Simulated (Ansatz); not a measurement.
Pd: pressure 3 GPa

The reference is Pd (space group P6_3/mmc, No. 194; a = 2.734 Å, c = 9.015 Å; a cell from a computed database, its experimental status unchecked).

Perturbation: a hydrostatic pressure of 3 GPa.

Method: PBEsol (Ansatz, a first-principles code), no spin-orbit coupling. Γ-centred 19×19×5 mesh, Fermi–Dirac width 0.05 eV.

```json
[
 {"quantity": "volume per atom", "base": "14.58 Å³", "changed": "14.38 Å³", "shift": "-0.206 Å³"},
 {"quantity": "density", "base": "12.12 g/cm³", "changed": "12.29 g/cm³", "shift": "+0.17 g/cm³"},
 {"quantity": "lattice parameter a", "base": "2.734 Å", "changed": "2.721 Å", "shift": "-0.013 Å"},
 {"quantity": "c/a ratio", "base": "3.298", "changed": "3.297", "shift": "-0.001"},
 {"quantity": "shortest interatomic distance", "base": "2.734 Å", "changed": "2.721 Å", "shift": "-0.013 Å"},
 {"quantity": "enthalpy H = E + PV relative to the base's energy", "base": "–", "changed": "+0.27 eV/atom", "shift": "–"},
 {"quantity": "band gap", "base": "zero", "changed": "zero", "shift": "–"}
]
```

Load acts through the strain it causes; cell and atoms are relaxed under it. No phonon test of stability was made. The final runs are not spin-polarised. Pd has a high density of states at the Fermi level and may be magnetic at this level. This is not the structure that Pd has at room temperature and ambient pressure.
